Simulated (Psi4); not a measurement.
Psi4 1.11, unrestricted TPSS/def2-svp: Co(Cl)(Br)(OH2)2 ([OH2]->[Co](<-[OH2])([Cl])[Br]), charge 0, multiplicity 4, 9 atoms. The geometry is a generated start, not checked to be a minimum at this level.

* **task**: energy
* **method**: tpss
* **basis**: def2-svp
* **memory**: 3 GB
* **maxiter**: 100
* **keys of the molecule block**: symmetry c1
* **scf_type**: df (default)
* **e_convergence**: 1e-06 (default)
* **d_convergence**: 1e-06 (default)
* **dft_radial_points**: 75 (default)
* **dft_spherical_points**: 302 (default)
* **basis functions**: 129
* **grid points**: 194858

```xyz
9

Co     0.8807    -0.0155     0.0614
Cl     2.0391    -0.0843    -1.5917
Br     0.8572     0.0658     2.2696
O     -0.5831     1.7393    -0.2959
H     -0.3595     2.3681    -0.9866
H     -0.8167     2.2342     0.4964
O     -0.6489    -1.7559    -0.1332
H     -1.0294    -1.9828     0.7250
H     -0.3393    -2.5689    -0.5450
```

Charge 0 and multiplicity 4 are set for this test and not shown to be the ground state.

With the defaults (diis_max_vecs = 10, level_shift = 0, level_shift_cutoff = 0.01, diis = true, scf_initial_accelerator = adiis, damping_percentage = 0, guess = auto, which took SAD) it converges in 28 SCF iterations. One run each on 2 threads, with these changes:
- guess = gwh
- level_shift = 0.1, level_shift_cutoff = 0.001
- diis_max_vecs = 6
- guess = sap
- diis = false, scf_initial_accelerator = none, damping_percentage = 60
- guess = sapgau
- scf_initial_accelerator = ediis
- scf_initial_accelerator = none
- diis_max_vecs = 3

Question: Which of these changes keep the SCF from converging, or lead it to another solution?

Answer: No convergence: diis = false, scf_initial_accelerator = none, damping_percentage = 60 (the run ends without SCF convergence in 100 iterations). Another solution: diis_max_vecs = 6 (190 meV higher); level_shift = 0.1, level_shift_cutoff = 0.001 (190 meV higher). The rest reach the solution of the defaults.

| setting | SCF iterations | end |
|---|---|---|
| guess = sapgau | 25 | same solution |
| the defaults | 28 | same solution |
| guess = gwh | 28 | same solution |
| scf_initial_accelerator = ediis | 30 | same solution |
| diis_max_vecs = 3 | 31 | same solution |
| guess = sap | 43 | same solution |
| scf_initial_accelerator = none | 49 | same solution |
| diis_max_vecs = 6 | 64 | other solution, 190 meV higher |
| level_shift = 0.1, level_shift_cutoff = 0.001 | 68 | other solution, 190 meV higher |
| diis = false, scf_initial_accelerator = none, damping_percentage = 60 | 100 | no convergence |

1 further run of the study ended by our limits or in an error and is left out.
